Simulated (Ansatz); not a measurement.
# SiS2 in the 2H-MoS2 type structure (space group P6_3/mmc, No. 194; a hypothetical phase, not in the database extracts checked; layered, stacked along the Cartesian z axis)

```cif
data_S4Si2
_chemical_formula_sum 'Si2 S4'
_space_group_name_H-M_alt 'P63/mmc'
_space_group_IT_number 194
_space_group_name_Hall '-P 6c 2c'
_cell_length_a 3.20968
_cell_length_b 3.20968
_cell_length_c 11.76768
_cell_angle_alpha 90.000
_cell_angle_beta 90.000
_cell_angle_gamma 120.000
loop_
_atom_site_label
_atom_site_type_symbol
_atom_site_symmetry_multiplicity
_atom_site_Wyckoff_symbol
_atom_site_fract_x
_atom_site_fract_y
_atom_site_fract_z
_atom_site_occupancy
Si1 Si 2 c 0.33333 0.66667 0.25000 1
S1 S 4 f 0.66667 0.33333 0.12629 1
```

Method: Ansatz (a first-principles code) PBE-D3(BJ), spin-orbit coupling left out, earlier PAW set. Settings: 17×17×4 k-points, 0.05 eV Fermi–Dirac smearing.

| Property | Result |
|---|---|
| Volume per atom | 17.50 Å³ |
| Density | 2.92 g/cm³ |
| Band gap | zero |
| Total energy | -813.731 eV/atom (σ→0; compares only within this code and set-up) |

Stability against distortions was not tested. All final runs are without spin polarisation. The zero or small gap of SiS2 can change with the level of theory.
